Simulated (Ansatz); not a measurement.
Input:

```yaml
crystal:
  lattice:
    - [0.00000, 3.03609, 3.03609]
    - [3.03609, 0.00000, 3.03609]
    - [3.03609, 3.03609, 0.00000]
  atoms:
    - { symbol: Hg, position: [0.00000, 0.00000, 0.00000] }
    - { symbol: Se, position: [0.75000, 0.75000, 0.75000] }
```

No spin polarisation.

Method: plane-wave PAW DFT at the PBE level (Ansatz, an electronic-structure program, 420 eV), no spin-orbit coupling. Γ-centred 13×13×13 mesh, Fermi–Dirac width 0.05 eV.

Predict the band gap, space group and pressure.


```json
{
 "band_gap": "zero",
 "space_group": "F-43m (No. 216)",
 "pressure": "4.9 GPa"
}
```

With Hg present, leaving out spin-orbit coupling can change the band edges. The cells carry an imposed strain or load. Whether these cells are dynamically stable was not tested. All final runs are without spin polarisation. The cell was made from HgSe in the zinc blende structure (space group F-43m, No. 216) by this change: isotropic strain −3.00 %. The zero or small gap of HgSe can change with the level of theory.
